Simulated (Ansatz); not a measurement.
Band structure of VS (P6_3/mmc, 4 atoms in the cell).

```
VS
1.0
    3.16980     0.00000     0.00000
   -1.58490     2.74513     0.00000
    0.00000     0.00000     6.12713
V S
2 2
Cartesian
  0.00000   0.00000   0.00000
  0.00000   0.00000   3.06357
  1.58490   0.91504   1.53178
  0.00000   1.83009   4.59535
```

Method of the run: PBEsol, PAW files made with PBE (plane waves; Ansatz, a program for electronic structure).

Settings: kpoints.mp_grid.grid = 10 10 5; hamiltonian.xc = pbesol; hamiltonian.pseudopotentials = {kind: paw} (the program's default PAW files); scf.occupations.method = fermi_dirac; scf.occupations.width = 0.1 eV; kpoints.band_path.npoints = 8.

The starting cell comes from a database of computed structures (which also holds hypothetical and non-ambient phases and stackings), without a prior relaxation at this level. Spin polarisation is off, so a magnetic state, if there is one, cannot be reached.

Levels in eV from the Fermi level, bands 16 to 23:
```tsv
point	16	17	18	19	20	21	22	23
Γ	-1.46	-1.46	-1.09	-1.09	-0.86	-0.86	0.52	0.52
M	-3.27	-2.83	-1.51	-0.17	0.96	1.13	1.32	1.34
K	-5.36	-0.71	-0.71	0.12	0.12	0.24	1.16	2.22
A	-3.48	-0.62	-0.62	-0.37	-0.37	-0.37	-0.37	1.92
L	-4.27	-1.97	-1.97	1.04	1.04	1.13	1.13	1.64
H	-5.62	-1.11	-1.11	0.67	0.67	1.01	1.01	1.22
```

Bands cross the Fermi level along this path, so the cell is metallic at this level.

Keys are those of Ansatz 0.2.
